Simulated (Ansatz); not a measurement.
# Effect of tensor shear ε_xz = +0.57 % on TiB2

Take TiB2 (space group P6/mmm, No. 191; a = 2.994 Å, c = 3.160 Å) as the base. Axes: x lies along a and z along c of the hexagonal cell.

It is then changed as follows: tensor shear ε_xz = +0.57 % (engineering shear γ = 0.0114), atoms relaxed at fixed cell.

Level of theory: DFT with LDA, PAW potentials and a 420 eV plane-wave cutoff in Ansatz (a program for electronic structure), no spin-orbit coupling. Γ-centred 13×13×10 mesh, Fermi–Dirac width 0.05 eV.

The energy goes up by 1.0 meV/atom and the pressure (mean of the normal stresses, compression positive) remains 0.0 GPa. The band gap is still zero and the stress (xx, yy, zz, yz, xz, xy; compression positive) is (0.1, 0.0, 0.1, 0.0, -3.3, 0.0) GPa (rough).

Cost of the whole job for the changed cell (relaxation, final SCF and bands): around 22 core-seconds (rough).

A case with no gap was solved on a k-mesh chosen for an insulator, which is coarse for it. Without a gap, meshes like the base's 13×13×10 leave anisotropic stresses uncertain by several tenths of a GPa, and small strain energies with them. The cells carry an imposed strain or load. Whether these cells are dynamically stable was not tested. The final runs are not spin-polarised.
